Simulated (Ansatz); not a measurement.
Data:

```
MgS
1.0
    0.00000     2.64257     2.64257
    2.64257     0.00000     2.64257
    2.64257     2.64257     0.00000
S Mg
1 1
Direct
  0.00000   0.00000   0.00000
  0.50000   0.50000   0.50000
```

No spin polarisation.

Method: PBE (Ansatz, a first-principles code), spin-orbit coupling left out. Settings: 11×11×11 k-points, 0.05 eV Fermi–Dirac smearing.

Question: What gap character does the calculation give?

Answer: Indirect, Γ → X.

Question: What band gap does the calculation give?

Answer: 2.69 eV.

The cells carry an imposed strain or load. No phonon test of stability was made. The cell was made from MgS in the rock salt structure (space group Fm-3m, No. 225) by this change: isotropic strain +1.06 %.
